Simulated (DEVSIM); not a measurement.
Structure: illuminated Si n-on-p cell, one wavelength, with a back-surface field, at 350 K.

| layer (left to right) | material | thickness (μm) | Nd (cm⁻³) | Na (cm⁻³) | τn (s) | τp (s) | absorption coefficient (cm⁻¹) |
|---|---|---|---|---|---|---|---|
| 1 | Si | 0.300 | 8.1e18 | - | 1.7e-5 | 9.4e-5 | 16000 |
| 2 | Si | 160 | - | 3.3e16 | 0.00052 | 0.00052 | 16000 |
| 3 | Si | 0.170 | - | 4.4e18 | 0.00052 | 0.00052 | 16000 |

Left contact: ohmic, minority hole recombination velocity 1e6 cm/s. Right contact: ohmic, minority electron recombination velocity 80000 cm/s. Voltage is applied to the left contact. Recombination: SRH at mid-gap, radiative, Auger. Light enters at the left, 1.5e18 photons cm⁻² s⁻¹, one pass, no reflection. Mobility is μmin + (μ − μmin)/(1 + (N/Nref)^α).

This is a model device: material constants are rounded textbook-type values typed into the input, and sizes, dopings and lifetimes were drawn at random. Values at 300 K; Nc and Nv go as T^1.5, mobilities as T to minus their exponent, the gap by Varshni's rule with the affinity fixed.

```
parameter               Si
----------------  --------
gap (eV)             1.124
affinity (eV)         4.05
permittivity          11.7
Nc (cm⁻³)          2.86e19
Nv (cm⁻³)           3.1e19
μn (cm²/Vs)           1417
μp (cm²/Vs)            470
μn,min                  52
μp,min                  45
Nref,n              9.7e16
Nref,p              2.2e17
αn                    0.68
αp                    0.72
T exponent of μn       2.3
T exponent of μp       2.2
B (cm³/s)          4.7e-15
Cn (cm⁶/s)         2.8e-31
Cp (cm⁶/s)         9.9e-32
Varshni α (eV/K)  0.000473
Varshni β (K)          636
```

Simulated with DEVSIM: 1D drift-diffusion, Boltzmann statistics, complete ionisation; no tunnelling, impact ionisation, image-force lowering or self-heating.

The doping Na of layer 3 was swept, all else fixed.

```csv
doping Na of layer 3 (cm^-3),largest power (mW/cm²),open-circuit voltage (V),dark forward voltage at 1 A/cm² (V),potential step across the device at zero bias (V)
1.3e17,88.9,0.574,0.627,0.894
4.4e17,89.8,0.578,0.631,0.930
1.3e18,91.3,0.586,0.639,0.963
4.4e18,94.2,0.602,0.655,1.000
1.3e19,96.2,…,…,1.033
```

Q: Complete the blanks.

A: 
- 1.3e19, open-circuit voltage (V): 0.614
- 1.3e19, dark forward voltage at 1 A/cm² (V): 0.668
